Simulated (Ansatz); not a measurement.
The reference is InSb in the zinc blende structure (space group F-43m, No. 216).

```
InSb
1.0
    0.00000     3.25944     3.25944
    3.25944     0.00000     3.25944
    3.25944     3.25944     0.00000
In Sb
1 1
Cartesian
  0.00000   0.00000   0.00000
  1.62972   1.62972   1.62972
```

Cartesian axes are those of the cell as printed.

Calculations: DFT with PBEsol, PAW potentials and a 420 eV plane-wave cutoff in Ansatz (an electronic-structure program), spin-orbit coupling left out.

Base values:

Pressure: 0.0 GPa
Shortest interatomic distance: 2.823 Å

Modification: uniaxial strain ε_zz = +1.50 %, all other strain components held at zero; the atoms relax in the strained cell.

Question: Estimate the effect on the energy relative to the base.

Answer: The energy goes up by 1.5 meV/atom.

Question: What happens to the pressure?

Answer: The pressure (mean of the normal stresses, compression positive) goes from zero to -0.6 GPa.

Question: How does this affect the shortest interatomic distance?

Answer: The shortest interatomic distance rises by 0.014 Å, from 2.823 Å to 2.837 Å.

No phonon test of stability was made. The final runs are not spin-polarised.
